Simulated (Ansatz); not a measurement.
Results of r²SCAN+rVV10 (Ansatz, a program for electronic structure, PAW) for rock-salt LaTe.

Numerical settings: plane-wave cutoff 560 eV, 16×16×16 k mesh, Fermi–Dirac smearing 0.05 eV, scalar-relativistic PAW data made under PBE.

Pressure at four volumes; x = ln(V/33.734 Å³). One pressure is withheld.

```
V (Å³/atom)        x  P (GPa)
-----------  -------  -------
31.710       -0.0619     4.29
33.734        0.0000     0.00
35.084        0.0392    -2.17
35.758        0.0583        ?
```

Task: Pass a parabola P(x) through the three rows shown, estimate the bulk modulus and its pressure derivative near zero pressure, and predict the withheld pressure.

Result: Slopes between the rows: (0.00 − (4.29))/(0.0000 − (-0.0619)) = -69.31 and (-2.17 − (0.00))/(0.0392 − (0.0000)) = -55.36 GPa. Their difference over the span 0.1011 is c = 13.95/0.1011 = 138.0 GPa, so P(x) = 4.29 + (-69.31)(x − (-0.0619)) + 138.0 (x − (-0.0619))(x − (0.0000)). At the middle row B = −dP/dx = −[-69.31 + 138.0 × 0.0619] = 60.8 GPa, and B′ = dB/dP = 2c/B = 4.5. At x = 0.0583 the parabola gives -3.07 GPa; the run gives -3.09 GPa. The Birch–Murnaghan fit to the energies at all volumes has B0 = 60.4 GPa and B′ = 4.5.

Spin–orbit coupling is not included; it can open a gap where bands touch, and shift volumes and moduli.
